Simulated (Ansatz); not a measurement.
Refining one setting for Cs2KGaI6 (Fm-3m, 10 atoms in the cell)

Cs$_{2}$KGaI$_{6}$ has the cubic space group Fm-3m (No. 225), Pearson symbol cF40. Conventional cell: a = 12.189 Å, b = 12.189 Å, c = 12.189 Å, α = 90.00°, β = 90.00°, γ = 90.00°. Cs on 8c is coordinated by 12 I at 4.309 Å (cuboctahedral). K on 4b sees 6 I at 3.036 Å (octahedral). Ga on 4a sees 6 I at 3.058 Å (octahedral). I on 24e has 1 K at 3.036 Å and 1 Ga at 3.058 Å and 4 Cs at 4.309 Å (octahedral). (Neighbours: up to the widest gap in distance over summed covalent radii, below 1.35, at either atom; cation-cation and far metal-metal contacts left out.)
(The calculation used a cell of 10 atoms; values per cell refer to that cell.)

Method of the run: PBEsol, default PAW files made with PBE (plane waves; Ansatz, a program for electronic structure).

The starting cell was generated: these elements placed on a structure prototype, without a prior relaxation; it need not be a known phase or ordering of this composition. In the base run, forces exceed 1 eV/Å. Ansatz's pressure includes its estimate of the finite-basis (Pulay) stress. The run gives no clean gap (levels at the Fermi energy touch, overlap or are partly filled at this smearing), which alone does not show that the compound is a metal.

Held fixed: kpoints.mp_grid.grid = 3 3 3; hamiltonian.xc = pbesol; hamiltonian.pseudopotentials = {kind: paw} (the program's default PAW files); scf.occupations.method = cold; scf.occupations.width = 0.05 eV.

ΔF is the free energy per atom less that of the last row (840 eV).

The first pressure column holds Ansatz's estimate of the finite-basis (Pulay) stress, which hides part of the cutoff error; the other is without it.

| basis.ecutwfc | ΔF (meV/atom) | pressure (GPa) | largest force (eV/Å) | pressure at a fixed set of plane waves (GPa) | plane waves | iterations |
|---|---|---|---|---|---|---|
| 170 eV | 22069.5 | 4.34 | 1.651 | -368.76 | 2229 | 9 |
| 210 eV | 4182.5 | -0.04 | 1.410 | -88.38 | 3119 | 9 |
| 250 eV | 703.4 | -0.84 | 1.460 | -19.99 | 4015 | 8 |
| 295 eV | … | -0.84 | 1.495 | -3.70 | 5161 | 7 |
| 335 eV | … | -0.84 | 1.497 | -1.19 | 6231 | 7 |
| 380 eV | 1.42 | -0.84 | 1.496 | -0.86 | 7631 | 7 |
| 420 eV | 0.96 | -0.84 | 1.496 | -0.86 | 8801 | 7 |
| 485 eV | 0.25 | -0.84 | 1.496 | -0.85 | 10969 | 7 |
| 545 eV | 0.11 | -0.84 | 1.496 | -0.84 | 13107 | 7 |
| 630 eV | 0.05 | -0.84 | 1.496 | -0.84 | 16361 | 7 |
| 735 eV | 0.02 | -0.84 | 1.496 | -0.84 | 20395 | 7 |
| 840 eV | 0.00 | -0.84 | 1.496 | -0.84 | 25101 | 7 |

Some entries are withheld; supply them.


- 295 eV, ΔF (meV/atom): 75.2
- 335 eV, ΔF (meV/atom): 7.3

Keys are those of Ansatz 0.2.
